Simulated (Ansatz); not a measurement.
Take TaP (space group P-6m2, No. 187; a = 3.283 Å, c = 3.316 Å; a cell from a computed database, its experimental status unchecked; relaxed with 0.1 eV smearing) as the base. Axes: x lies along a and z along c of the hexagonal cell.

The change: strain tensor (xx, yy, zz, yz, xz, xy) = (+0.07, −0.27, +0.78, −0.07, +0.63, +0.60) %; the atoms relax in the strained cell.

Levels (all Ansatz, an electronic-structure program, PAW): PBEsol (420 eV, spin-orbit coupling left out); PBEsol+SOC (420 eV, noncollinear with spin-orbit coupling).

The geometry is relaxed with PBEsol.

| Quantity | Result |
|---|---|
| PBEsol pressure | -1.5 GPa |

### Question
Predict the pressure from PBEsol+SOC.

### Answer
The pressure shrinks by 0.2 GPa to -1.7 GPa.

Single points use the geometry relaxed with PBEsol. The spin-orbit shifts are approximate. Whether these cells are dynamically stable was not tested. The runs without spin-orbit coupling are not spin-polarised.
